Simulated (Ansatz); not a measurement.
# BaTiO3 under a change: biaxial strain −2.04 %, plane normal [001], relaxed out of plane

Base system: BaTiO3 (space group P4mm, No. 99; a = 3.985 Å, c = 4.201 Å). Axes: x, y, z lie along a, b, c of the conventional cell.

One thing is altered: biaxial strain −2.04 %, plane normal [001], relaxed out of plane (Cartesian); in-plane vectors clamped, the third vector and the atoms free.

All numbers come from Ansatz (a quantum-chemistry and plane-wave program) PBE, scalar-relativistic without spin-orbit coupling. k-mesh 8×8×8 (Γ-centred); smearing 0.05 eV (Fermi–Dirac).

```json
[
 {"quantity": "space group", "base": "P4mm (No. 99)", "changed": "P4mm (No. 99)", "shift": "–"},
 {"quantity": "shortest interatomic distance", "base": "1.812 Å", "changed": "1.797 Å", "shift": "-0.015 Å"},
 {"quantity": "energy relative to the base (free energy F)", "base": "0 meV/atom", "changed": "+7.5 meV/atom", "shift": "+7.5 meV/atom"},
 {"quantity": "pressure (mean of the normal stresses, compression positive)", "base": "0.00 GPa", "changed": "2.70 GPa", "shift": "+2.706 GPa"},
 {"quantity": "band gap", "base": "1.84 eV", "changed": "1.89 eV", "shift": "+0.05 eV"},
 {"quantity": "gap character", "base": "indirect, A → Γ", "changed": "indirect, A → Γ", "shift": "–"},
 {"quantity": "smallest direct gap", "base": "2.39 eV", "changed": "2.61 eV", "shift": "+0.22 eV"},
 {"quantity": "width of the top valence band", "base": "1.39 eV", "changed": "1.79 eV", "shift": "+0.406 eV"},
 {"quantity": "out-of-plane strain", "base": "–", "changed": "+4.90 %", "shift": "–"},
 {"quantity": "ratio −ε⊥/ε∥", "base": "–", "changed": "2.40", "shift": "–"},
 {"quantity": "mean in-plane stress (compression positive)", "base": "–", "changed": "+4.1 GPa", "shift": "–"}
]
```

No phonon test of stability was made. The final runs are not spin-polarised.
